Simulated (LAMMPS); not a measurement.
Melts of Cu (fcc) with 10 % of Cu sites Ta cooled to 300 K at several rates.

Model: classical MD, pair style eam/alloy, file CuTa.eam.alloy; code LAMMPS.

```
cooling rate (K/s)  energy above the crystal  state                  density  coordination number of Cu by Ta        rough cost
------------------  ------------------------  -----  -----------------------  -------------------------------  ----------------
1e+12                          0.039 eV/atom  glass  9.51 g/cm³ (one sample)         1.52 (counted to 3.82 Å)  100 core-minutes
1e+13                          0.044 eV/atom  glass  9.51 g/cm³ (one sample)         1.55 (counted to 3.86 Å)   17 core-minutes
1e+14                          0.045 eV/atom  glass  9.50 g/cm³ (one sample)         1.59 (counted to 3.86 Å)    5 core-minutes
```

Costs are rough and include melting and analysis.
